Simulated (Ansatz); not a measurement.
Data:

```yaml
crystal:
  lattice:
    - [0.00000, 2.75740, 2.75740]
    - [2.75740, 0.00000, 2.75740]
    - [2.75740, 2.75740, 0.00000]
  atoms:
    - { symbol: Al, position: [0.00000, 0.00000, 0.00000] }
    - { symbol: P, position: [0.75000, 0.75000, 0.75000] }
```

All values below come from PBEsol with spin-orbit coupling, rigid bands (plane waves, PAW; Ansatz, a quantum-chemistry and plane-wave program). Condition of this run: hydrostatic pressure -2 GPa (the target of the relaxation). How the cell was made: cell and atoms relaxed with PBEsol, then loaded as said.

Problem. Predict the hole conductivity mass (n e² τ/σ) at 300 K, by direction if it differs.

Solution. 0.69 mₑ.

Problem. Predict the electron conductivity mass (n e² τ/σ) at 300 K, by direction if it differs.

Solution. 0.34 mₑ.

Problem. And the band gap?

Solution. 1.48 eV at this level; semilocal functionals usually fall short of the measured gap.

Rigid bands, one relaxation time for all states, no polarons.
